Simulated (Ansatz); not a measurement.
An Ansatz (a first-principles code) run: MgO with a change (tensor shear ε_xy = +0.29 %); r2SCAN, PAW, 500 eV (Ansatz; no spin-orbit coupling).

Input:

Ansatz 0.2 input:
```yaml
crystal:
  lattice:
    - [0.006096422, 2.1022144929, 2.1022144929]
    - [2.1022144929, 0.006096422, 2.1022144929]
    - [2.1083109149, 2.1083109149, 0]
  atoms:
    - { symbol: Mg, position: [0, 0, 0] }
    - { symbol: O, position: [0.5, 0.5, 0.5] }
basis: { ecutwfc: 500, ecutrho_ratio: 4, xc_grid: 4, fft_grid_basis: typed }
kpoints: { mp_grid: { grid: [13, 13, 13] } }
hamiltonian:
  xc: r2scan
  dispersion: none
  pseudopotentials: { kind: paw }
scf: { occupations: { method: fermi_dirac, width: 0.05 }, convergence: { dr2_threshold: 0.0000000002 } }
relax: { f_tol: 0.005, max_steps: 50 }
output: { forces: true, stress: true }
checkpoint: { write: state.ck, write_every: 1000 }
```

Output (explanatory and most iteration lines left out):

```
Relaxation: its limit of steps is 50 (relax.max_steps)
Pseudopotential: Mg, paw, valence charge 10
Pseudopotential: O, paw, valence charge 6
Crystal: 2 atoms, lattice volume = 18.581 Å³
Basis set: ecut = 500 eV, 471 PW (Γ), exchange–correlation on 96×96×96 points (64 copies of the dense FFT grid, shifted against one another)
Bands: 12, of which v1, the nominal top of the filled ones, is band 8 counted from 1 (7 counted from 0)
Symmetry: 8 space group operations
Space group: Immm (ITA 71), of the structure as read, at distance tolerance 2.6e-5 Å
k-points: 343 of 2197
Functional: x = r2scan, c = r2scan; τ floored in thin density (d = 2e-4 eV/Å³)
SCF iter   1: F=—  HF=-2498.250452 eV  |F-HF|=—  |Δ(HF+E_count)|=         —  Δρ=9.85e-3  dr2=1.04e-2  dr2_τ=7.15e-2  ethr=1.77e-3  ⟨swp⟩=5.8  Hψ=24547  notcnv=0
SCF iter   2: F=—  HF=-2498.334650 eV  |F-HF|=—  |Δ(HF+E_count)|=   8.42e-2  Δρ=4.73e-3  dr2=1.62e-3  dr2_τ=2.38e-4  ethr=6.50e-5  ⟨swp⟩=2.0  Hψ=10880  notcnv=0
SCF 1 converged in 8 iterations: F = -2498.334697 eV  dr2 = 2.56e-12
relax step   1: F+E_penalty+E_count = -2498.33469669 eV  Δ(F+E_penalty+E_count) = +0.000e0 eV  max|allowed force component| = 9.466e-30 eV/Å  Δτ_max = 0.0000 Å  (8 SCF iters, accepted)
Crystal: 2 atoms, lattice volume = 18.581 Å³
SCF iter   1: F=—  HF=-2498.334697 eV  |F-HF|=—  |Δ(HF+E_count)|=         —  Δρ=1.41e-7  dr2=2.55e-12  dr2_τ=8.51e-14  ethr=1.00e-12  ⟨swp⟩=1.0  Hψ=26022  notcnv=0
SCF iter   2: F=-2498.334697 eV  HF=-2498.334697 eV  |F-HF|=0.00e0  |Δ(HF+E_count)|=    0.00e0  Δρ=9.43e-8  dr2=5.16e-13  dr2_τ=1.04e-13  ethr=1.00e-12  ⟨swp⟩=3.0  Hψ=9748  notcnv=0
SCF 2 converged in 2 iterations: F = -2498.334697 eV  dr2 = 5.16e-13
SCF converged after 2 iterations
Free energy (F): -2498.334697 eV
Internal energy: -2498.334697 eV  (E = F + TS)
E sigma→0 (E₀):  -2498.334697 eV
Fermi energy:    10.699555 eV
--- Forces (eV/Å), atoms counted from 1 ---
  atom   1  Mg     0.00000000     0.00000000     0.00000000
  atom   2  O      0.00000000     0.00000000     0.00000000
--- Stress (GPa, compression-positive) ---
        0.006864      -0.908957      -0.000000
       -0.908957       0.006864       0.000000
       -0.000000       0.000000      -0.000654
  P = ⅓ Tr σ = 0.0044 GPa (0.044 kbar)
--- Relaxed structure (1 steps of the walk, 1 accepted, 0 SCFs on fresh bases) ---
  atoms:
    - { symbol: Mg, position: [0.0, 0.0, 0.0] }
    - { symbol: O, position: [0.5, 0.5, 0.5] }
```

The cells carry an imposed strain or load. Whether these cells are dynamically stable was not tested. The cell was made from MgO in the rock salt structure (space group Fm-3m, No. 225) by this change: tensor shear ε_xy = +0.29 %.
